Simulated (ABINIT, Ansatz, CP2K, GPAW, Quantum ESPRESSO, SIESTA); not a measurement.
# One structure in several programs: Ba3Sr (Fm-3m, 4 atoms in the cell)

Self-consistent single point.

```yaml
crystal:
  lattice:
    - [0.00000, 5.06997, 5.06997]
    - [5.06997, 0.00000, 5.06997]
    - [5.06997, 5.06997, 0.00000]
  atoms:
    - { symbol: Ba, position: [0.25000, 0.25000, 0.25000] }
    - { symbol: Ba, position: [0.75000, 0.75000, 0.75000] }
    - { symbol: Ba, position: [0.50000, 0.50000, 0.50000] }
    - { symbol: Sr, position: [0.00000, 0.00000, 0.00000] }
```

All programs got the same cell, k-point mesh and kind of occupations (in Ansatz's words: kpoints.mp_grid.grid = 7 7 7; scf.occupations.method = fermi_dirac; scf.occupations.width = 0.0073 Ry); potentials, basis and cutoffs are each program's usual ones.

```
code                                                                                                                                      model  pressure (GPa)  k-points       cutoff
----------------  -----------------------------------------------------------------------------------------------------------------------------  --------------  --------  -----------
CP2K                                                                 PBEsol, GPW, DZVP-MOLOPT-SR-GTH basis, GTH-PBE potentials (GTH_POTENTIALS)           -0.13       172  grid 500 Ry
ABINIT                                                           PBEsol, norm-conserving pseudopotentials (PseudoDojo nc-sr-04 PBEsol standard)           -1.13        20        34 Ha
Ansatz                                                                                                          PBEsol, PAW files made with PBE           -1.13        20      default
SIESTA            GGA PBEsol, numerical atomic orbitals DZP, PseudoDojo PBEsol standard norm-conserving potentials (rewritten from UPF to PSML)            2.68       172  grid 350 Ry
Quantum ESPRESSO                                                          PBEsol, PseudoDojo standard norm-conserving (PBESOL) pseudopotentials           -1.13        20        70 Ry
GPAW                                                                                      PBEsol, GPAW PAW datasets PBEsol (made by gpaw-setup)           -1.09        20       600 eV
```

The spread over the programs that give each value: pressure within 3.81 GPa.

The starting cell comes from a database of computed structures (which also holds hypothetical and non-ambient phases and stackings), without a prior relaxation at this level. Its lattice was rescaled by a random factor within 2.5 % of one.

Q: Why do the programs differ, and what cannot be compared?

A: Differences of this kind can come from the potentials, where these differ, and from what each basis and cutoff leave unconverged. The zero of total energies and Fermi levels follows the potentials and each program's conventions, so they are not compared here. CP2K and SIESTA use small atom-centred bases, whose incompleteness enters pressures, forces and empty levels differently from a plane-wave cutoff. Ansatz's pressure is given at a fixed set of plane waves, as the other plane-wave codes print theirs. Ansatz's smearing width was typed in Ry to four decimals, so it matches the others to a few per cent. The programs reduce the same mesh by symmetry to different extents, which changes the work and not the result. In the pressure, CP2K (by 1.00) and SIESTA (by 3.81) lie more than 1 GPa from the median of the plane-wave programs.

Left out of this page: Elk and FLEUR (not drawn, or without a comparable value).

Ansatz is a first-principles code.

Keys are those of Ansatz 0.2.
